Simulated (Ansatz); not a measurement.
Checking a run of Ansatz (a first-principles code) on ZrTiS4 (P-3m1, 6 atoms in the cell). The aim is a self-consistent single point with DFT, PBEsol, plane waves, default PAW files made with PBE.

Cell that was meant: a = 3.5705 Å, b = 3.5705 Å, c = 12.2958 Å, α = 90.00°, β = 90.00°, γ = 120.00°.

Part of the input:

Ansatz 0.2 input:
```yaml
    - { symbol: S, position_ang: [-0.00000179, 2.06145303, 1.35548458] }
    - { symbol: S, position_ang: [1.78527179, 1.03072497, 4.63107505] }
    - { symbol: S, position_ang: [-0.00000179, 2.06145303, 7.66468495] }
basis:
  ecutwfc: 65.0
kpoints:
  mp_grid: { grid: [11, 11, 3] }
hamiltonian:
```

The program printed (abridged):

```
   [... lines left out ...]
PAW frozen core: S, regenerated for the run's functional, and the local potential with it
Initial density: superposition of atomic densities (neutral atoms: chi_scale 0, normalization atom), corrected by the library's trained network
Initial wavefunctions: pseudopotential atomic-orbital guess
Eigensolver: davidson
Functional: x = pbesol(κ = 0.804, μ = 0.12345679012345678), c = pbesol(β = 0.046)
SCF iter   1: F=—  HF=-9921.519038 eV  |F-HF|=—  |Δ(HF+E_count)|=         —  Δρ=3.50e-1  dr2=1.57e2  ethr=1.77e-3  ⟨swp⟩=7.5  Hψ=6090  notcnv=0
all-band conjugate gradients solve this SCF's bands
preconditioner: auto → Resta (q_TF=auto, 2.294 Å⁻¹)
   [... lines left out ...]
SCF iter   7: F=—  HF=-9802.842502 eV  |F-HF|=—  |Δ(HF+E_count)|=   5.66e-4  Δρ=1.04e-4  dr2=3.07e-5  ethr=1.57e-7  ⟨swp⟩=2.4  Hψ=2244  notcnv=0  defer=63
SCF iter   8: F=—  HF=-9802.842497 eV  |F-HF|=—  |Δ(HF+E_count)|=   4.77e-6  Δρ=3.19e-5  dr2=1.56e-6  ethr=6.40e-8  ⟨swp⟩=2.0  Hψ=1699  notcnv=0  defer=62
SCF iter   9: F=-9802.842497 eV  HF=-9802.842497 eV  |F-HF|=5.41e-8  |Δ(HF+E_count)|=   1.05e-7  Δρ=6.43e-6  dr2=8.22e-8  ethr=2.08e-10  ⟨swp⟩=12.2  Hψ=7366  notcnv=0
SCF 1 converged in 9 iterations: F = -9802.842497 eV  dr2 = 8.22e-8
Free energy (F): -9802.842497 eV
Internal energy: -9802.842497 eV  (E = F + TS)
E sigma→0 (E₀):  -9802.842497 eV
Entropy (-TS):   -0.000000 eV (-0.000 meV/atom)
Fermi energy:    8.904932 eV
--- Forces (eV/Å), atoms counted from 1 ---
  atom   1  Zr    -0.00000000     0.00000000     0.00000000
  atom   2  Ti    -0.00000000     0.00000000     0.00000000
  atom   3  S      0.00000000    -0.00000000     2.70175567
  atom   4  S     -0.00000000     0.00000000    -2.70175567
  atom   5  S      0.00000000    -0.00000000     1.46955989
  atom   6  S     -0.00000000     0.00000000    -1.46955989
--- Stress (GPa, compression-positive) ---
      -19.350733       0.000000      -0.000000
        0.000000     -19.350733      -0.000000
       -0.000000      -0.000000     -18.753582
  P = ⅓ Tr σ = -19.1517 GPa (-191.517 kbar)
  The stress holds the Pulay correction. Without it, at fixed plane waves, as pw.x and ABINIT print it: P = -475.1327 GPa
```

Q: Is anything amiss in this input, and did it matter?

A: The run is not sound. The fault is a basis or grid far too coarse for these potentials. Far below the cutoff that the potentials were made for, the basis cannot represent the orbitals near the nuclei, and energies, forces and above all the stress go wrong. To fix it, restore the cutoff that the potentials need and check convergence. The run converged in 9 iterations without an error; against the sound input the free energy goes up by 58.0 eV/atom, the pressure goes from -3.66 to -19.15 GPa, the largest force goes from 0.406 to 2.702 eV/Å and the gap on the mesh goes from 0.421 to 0.240 eV. At a fixed set of plane waves, without the program's Pulay estimate, the pressure is -475.13 GPa against -3.67 GPa.

An input that runs soundly differs in these lines (not the only fix; some lines may just follow from the change or write a value another way):
```diff
-basis:
-  ecutwfc: 65.0
```

With that input, the run converged in 9 iterations: free energy E − TS (on the zero of these files) -10150.6155 eV; top of the valence band (on the code's own zero) 6.25 eV; gap on the k-point mesh 0.42 eV; pressure -3.66 GPa; largest force (vector length) 0.406 eV/Å (DFT, PBEsol, plane waves, default PAW files made with PBE).

On the sound input: the starting cell comes from a database of computed structures (which also holds hypothetical and non-ambient phases and stackings), without a prior relaxation at this level. With a pressure of about -4 GPa the cell is away from its equilibrium volume at this level. Ansatz's pressure includes its estimate of the finite-basis (Pulay) stress.
